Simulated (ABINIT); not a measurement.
Worked example: self-consistent single point of SrLa₂O₄ (Fd-3m, 14 atoms in the cell) in ABINIT.

Level of theory: LDA (PW92), PAW (JTH v2.0 LDA PAW) (plane waves; ABINIT).

```
CELL_PARAMETERS angstrom
      0.00000     5.17556     5.17556
      5.17556     0.00000     5.17556
      5.17556     5.17556     0.00000
ATOMIC_POSITIONS crystal
  Sr 0.25000 0.25000 0.25000
  Sr 0.00000 0.00000 0.00000
  La 0.62500 0.62500 0.12500
  La 0.62500 0.12500 0.62500
  La 0.62500 0.62500 0.62500
  La 0.12500 0.62500 0.62500
  O  0.38949 0.38949 0.38949
  O  0.41847 0.86051 0.86051
  O  0.38949 0.38949 0.83153
  O  0.86051 0.41847 0.86051
  O  0.83153 0.38949 0.38949
  O  0.86051 0.86051 0.86051
  O  0.38949 0.83153 0.38949
  O  0.86051 0.86051 0.41847
```

Reference input (self-consistent single point, DFT, LDA (PW92), plane waves, PAW (JTH v2.0 LDA PAW)): pseudos = [Sr.LDA_PW-JTH.xml, La.LDA_PW-JTH.xml, O.LDA_PW-JTH.xml]; ecut = 52 Ry; pawecutdg = 104 Ry; pawxcdev = 0; occopt = 1; ngkpt = 4 4 4; nshiftk = 1; shiftk = 0 0 0; potentials = JTH v2.0 LDA PAW; nband = 60; kptopt = 1; nstep = 50. This run's input differs from it in these lines:

```diff
@@ -28,3 +28,3 @@
 ecut 52 Ry
-pawecutdg 104 Ry
+pawecutdg 52 Ry
 pawxcdev 0
```

Output (repeated stretches shortened):

```
--- !BeginCycle
solver: {iscf: 17, nstep: 50, nline: 4, wfoptalg: 10, }
tolerances: {toldfe: 1.00E-09, }
...

     iter   Etot(hartree)      deltaE(h)  residm     nres2
 ETOT  1  -318.26064808537    -3.183E+02 3.844E-01 2.637E+01
 ETOT  2  -321.77130181436    -3.511E+00 6.919E-02 6.565E+01
 ETOT  3  -321.48816546490     2.831E-01 1.257E-02 2.314E+01
 ETOT  4  -321.32541546685     1.627E-01 3.140E-03 6.038E+00
 ETOT  5  -321.27029921292     5.512E-02 6.739E-03 8.967E-01
 ETOT  6  -321.26650708488     3.792E-03 2.125E-03 9.278E-02
 ETOT  7  -321.26631973332     1.874E-04 8.768E-04 1.688E-02
 ETOT  8  -321.26623121809     8.852E-05 8.491E-04 3.566E-03
 ETOT  9  -321.26621868053     1.254E-05 6.403E-04 4.223E-04
 ETOT 10  -321.26621698034     1.700E-06 5.630E-04 4.759E-05
 ETOT 11  -321.26621684462     1.357E-07 3.983E-04 4.989E-06
 ETOT 12  -321.26621686218    -1.756E-08 3.198E-04 3.689E-07
 ETOT 13  -321.26621686727    -5.086E-09 2.323E-04 4.107E-08
 ETOT 14  -321.26621686739    -1.214E-10 4.261E-04 1.767E-08
 ETOT 15  -321.26621686734     4.906E-11 2.704E-04 3.733E-09
 At SCF step   15, etot is converged :
  for the second time, diff in etot=  4.906E-11 < toldfe=  1.000E-09

 Cartesian components of stress tensor (hartree/bohr^3)
  sigma(1 1)=  1.84876421E-04  sigma(3 2)=  0.00000000E+00
  sigma(2 2)=  1.84876421E-04  sigma(3 1)=  0.00000000E+00
  sigma(3 3)=  1.84876421E-04  sigma(2 1)=  0.00000000E+00

 ----iterations are completed or convergence reached----

 reduced coordinates (array xred) for   14 atoms
       0.250000000000      0.250000000000      0.250000000000
       0.000000000000      0.000000000000      0.000000000000
       0.625000000000      0.625000000000      0.125000000000
       0.625000000000      0.125000000000      0.625000000000
       0.625000000000      0.625000000000      0.625000000000
       0.125000000000      0.625000000000      0.625000000000
   [... lines left out ...]
 Fermi (or HOMO) energy (eV) =   1.52684   Average Vxc (eV)=  -9.98242
   [... lines left out ...]
local_psp           : -2.34267777352338E+02
total_energy        : -3.21266239993687E+02
total_energy_eV     : -8.74209897772709E+03
...

-Cartesian components of stress tensor (GPa)         [Pressure= -5.4393E+00 GPa]
- sigma(1 1)=  5.43925118E+00  sigma(3 2)=  0.00000000E+00
- sigma(2 2)=  5.43925118E+00  sigma(3 1)=  0.00000000E+00
- sigma(3 3)=  5.43925118E+00  sigma(2 1)=  0.00000000E+00

 Calculation completed.
```

The run converged in 15 iterations. Against the reference run the free energy stays essentially unchanged (within 1 meV/atom), the pressure hardly changes (-5.41 to -5.44 GPa), the largest force goes from 0.081 to 0.087 eV/Å and the gap on the mesh stays at 3.537 eV.

The starting cell comes from a database of computed structures (which also holds hypothetical and non-ambient phases and stackings), without a prior relaxation at this level.

Cost on one core of a shared machine: roughly 10 min.
